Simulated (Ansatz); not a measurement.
## Mg: x(Al) = 0.625, 8 atoms, P1

Consider Mg in the hcp (Mg type) structure (space group P6_3/mmc, No. 194; a = 3.167 Å, c = 5.189 Å).

The other end (x = 1) is Al in the hcp (Mg type) structure (space group P6_3/mmc, No. 194; a model cell, its experimental status unchecked): 16.32 Å³/atom, gap zero; this end may not be an ambient phase.

It is then changed as follows: Al replaces 62.5 % of the Mg, ordered in a cell of 8 atoms (starting symmetry P1) and fully relaxed.

Computed with Ansatz (a quantum-chemistry and plane-wave program) PBEsol, no spin-orbit coupling. Γ-centred 10×10×9 mesh, Fermi–Dirac width 0.05 eV, for the changed cell.

The volume per atom falls by 4.227 Å³, from 22.53 Å³ to 18.31 Å³ and the density rises by 0.57 g/cm³ (1.79 g/cm³ → 2.36 g/cm³). The shortest interatomic distance falls by 0.3502 Å to 2.816 Å and the band gap remains zero. The mixing energy comes out as +0.02 eV/atom (to 0.01 eV only: unlike meshes or grids) (against an end that may be hypothetical) and the deviation of the volume from the linear (Vegard-type) interpolation comes out as -1.8 %.

Each cell is one ordered arrangement of few atoms, which overstates ordering effects compared with a random alloy. Stability against distortions was not tested. This is not the structure that Al has at room temperature and ambient pressure.
